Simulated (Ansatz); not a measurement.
Consider CuI in the zinc blende structure (space group F-43m, No. 216; a = 6.079 Å).

Levels (all Ansatz, an electronic-structure program, PAW): PBE (420 eV, no SOC); PBEsol (420 eV, spin-orbit coupling left out).

Levels that relaxed their own cell: PBE and PBEsol.

```json
[
 {"level": "PBE", "lattice parameter a": "6.079 Å"},
 {"level": "PBEsol", "lattice parameter a": "5.939 Å"}
]
```

Measured: lattice parameter a 6.053 Å (temperature not stated; as listed in arXiv:2305.18931).

Computed minus measured — lattice parameter a: PBE +0.4 %, PBEsol -1.9 % (closest: PBE). Measured values not marked as corrected hold thermal and zero-point effects that the static-lattice runs lack.

Whether these cells are dynamically stable was not tested. All final runs are without spin polarisation.
